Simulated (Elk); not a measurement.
Worked example: self-consistent single point of CaSi₂Ni₂ (I4/mmm, 5 atoms in the cell) in Elk.

Computed with PBEsol, all-electron FP-LAPW, Elk's shipped species files, LAPW+lo basis in Elk.

The change in words: lattice scaled by 0.98. Reference geometry:
```xyz
5
Lattice="-1.9814 1.9814 4.8205 1.9814 -1.9814 4.8205 1.9814 1.9814 -4.8205" Properties=species:S:1:pos:R:3 pbc="T T T"
Ca     0.0000     0.0000     0.0000
Si     0.0000     0.0000     6.0804
Si     0.0000     0.0000     3.5606
Ni     0.0000     1.9814     2.4102
Ni     1.9814     0.0000     2.4102
```

Reference input (self-consistent single point, DFT, PBEsol, all-electron FP-LAPW, Elk's shipped species files, LAPW+lo basis): xctype = 22; rgkmax = 8; stype = 0; swidth = 0.00499791 Ha; ngridk = 9 9 9; gmaxvr = 14 1/bohr; nxoapwlo = 1; rmtscf = 0.88. This run's input differs from it in these lines:

```diff
@@ -25,5 +25,5 @@
 avec
-   -3.7442617694    3.7442617694    9.1093718714
-    3.7442617694   -3.7442617694    9.1093718714
-    3.7442617694    3.7442617694   -9.1093718714
+   -3.6693757025    3.6693757025    8.9271852655
+    3.6693757025   -3.6693757025    8.9271852655
+    3.6693757025    3.6693757025   -8.9271852655
```

The program printed (abridged):

```
│ Self-consistent loop started │
│ Loop number : 1 │
 total energy                :     -4322.35614005
│ Loop number : 2 │
 total energy                :     -4321.03332181
RMS change in Kohn-Sham potential (target) :   0.4515416984     (  0.1000000000E-05)
Absolute change in total energy (target)   :    1.322818233     (  0.1000000000E-03)
│ Loop number : 3 │
 total energy                :     -4322.16513758
RMS change in Kohn-Sham potential (target) :   0.4551579865     (  0.1000000000E-05)
Absolute change in total energy (target)   :   0.8011112043     (  0.1000000000E-03)
│ Loop number : 4 │
   [... lines left out ...]
Absolute change in total energy (target)   :   0.3216157147E-03 (  0.1000000000E-03)
│ Loop number : 15 │
 total energy                :     -4297.92843490
RMS change in Kohn-Sham potential (target) :   0.1466810794E-06 (  0.1000000000E-05)
Absolute change in total energy (target)   :   0.1886774862E-03 (  0.1000000000E-03)
│ Loop number : 16 │
 total energy                :     -4297.92844120
RMS change in Kohn-Sham potential (target) :   0.1606766341E-06 (  0.1000000000E-05)
Absolute change in total energy (target)   :   0.5346675789E-04 (  0.1000000000E-03)
Convergence targets achieved

│ Loop number : 17 │

Energies :
 Fermi                       :     0.322720798760
 total energy                :     -4297.92843479

Density of states at Fermi energy :    71.65244332
 (states/Hartree/unit cell)

Estimated indirect band gap :   0.7180318979E-03
 from k-point      8 to k-point     51
Estimated direct band gap   :   0.7063590118E-02
 at k-point     64

Charges :
 core                        :    54.00000000
 valence                     :    50.00000000
 interstitial                :    9.200366552
 muffin-tins (core leakage)
  species :    1 (Ca)
   atom    1                 :    17.86405075     (  0.3354989957E-06)
  species :    2 (Si)
   atom    1                 :    11.66314224     (  0.5222437599E-02)
   atom    2                 :    11.66314224     (  0.5222437599E-02)
  species :    3 (Ni)
   atom    1                 :    26.80464910     (  0.1325198432E-02)
   atom    2                 :    26.80464910     (  0.1325198432E-02)
 total in muffin-tins        :    94.79963345
 total calculated charge     :    103.9866686
 total charge                :    104.0000000
 error                       :   0.1333135363E-01

│ Self-consistent loop stopped │
```

The run converged in 17 iterations. The count includes the last loop, which Elk runs after its targets are met. Against the reference run the total energy rises by 12.5 meV/atom.

The starting cell comes from a database of computed structures (which also holds hypothetical and non-ambient phases and stackings), without a prior relaxation at this level. Its lattice was rescaled by a random factor within 2.5 % of one. For this run, on top of that: lattice scaled by 0.98. Spin polarisation is off. Values depend on the basis (sphere radii, cutoffs, local orbitals), which need not be converged. The log's line on a gap gives a spacing of levels on this mesh, which the program prints for metals too.

Cost on one core of a shared machine: roughly 6 min.
